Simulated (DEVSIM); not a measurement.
**abrupt GaAs p-n junction**

Structure: abrupt GaAs p-n junction, at 250 K.

```
layer (left to right)  material  thickness (μm)  Nd (cm⁻³)  Na (cm⁻³)  τn (s)  τp (s)
---------------------  --------  --------------  ---------  ---------  ------  ------
1                          GaAs            13.0          -     2.4e16  1.9e-9  1.9e-9
2                          GaAs            4.90     8.5e16          -  1.9e-9  1.9e-9
```

Left contact: ohmic. Right contact: ohmic. Voltage is applied to the left contact. Recombination: SRH at mid-gap. Mobility is constant in doping.

Constants are typed, rounded textbook-type inputs, not results; the design itself was drawn at random and stands for no fabricated device. Values at 300 K; Nc and Nv go as T^1.5, mobilities as T to minus their exponent, the gap by Varshni's rule with the affinity fixed.

```csv
parameter,GaAs
gap (eV),1.424
affinity (eV),4.07
permittivity,12.9
Nc (cm⁻³),4.7e17
Nv (cm⁻³),9e18
μn (cm²/Vs),8500
μp (cm²/Vs),400
T exponent of μn,2.1
T exponent of μp,2.2
Varshni α (eV/K),0.000541
Varshni β (K),204
```

DEVSIM, 1D drift-diffusion, Boltzmann statistics, complete ionisation; no tunnelling, impact ionisation, image-force lowering or self-heating.

- Potential step across the device at zero bias = 1.293 V
- Largest field in the device at zero bias = 81000 V/cm
- Dark forward voltage at 1 A/cm² = 1.105 V
- Dark forward voltage at 100 A/cm² = 1.230 V

Small-signal capacitance in reverse bias (quasi-static):

```csv
V (V),C (nF/cm²)
-0.2,34.4
-0.5,31.3
-1,27.6
-1.5,25.0
-2,23.0
-3,20.1
-4,18.1
-5,16.6
-6.5,14.9
-8,13.6
-10,12.3
```

Dark reverse current:

```json
[
 {"V (V)": "-0.20", "J (A/cm²)": "-5.8e-13"},
 {"V (V)": "-0.50", "J (A/cm²)": "-1.2e-12"},
 {"V (V)": "-1.00", "J (A/cm²)": "-2.1e-12"},
 {"V (V)": "-1.50", "J (A/cm²)": "-2.9e-12"},
 {"V (V)": "-2.00", "J (A/cm²)": "-3.6e-12"},
 {"V (V)": "-3.00", "J (A/cm²)": "-4.9e-12"},
 {"V (V)": "-4.00", "J (A/cm²)": "-6.0e-12"},
 {"V (V)": "-5.00", "J (A/cm²)": "-7.0e-12"},
 {"V (V)": "-6.50", "J (A/cm²)": "-8.4e-12"},
 {"V (V)": "-8.00", "J (A/cm²)": "-9.6e-12"},
 {"V (V)": "-10.00", "J (A/cm²)": "-1.1e-11"}
]
```
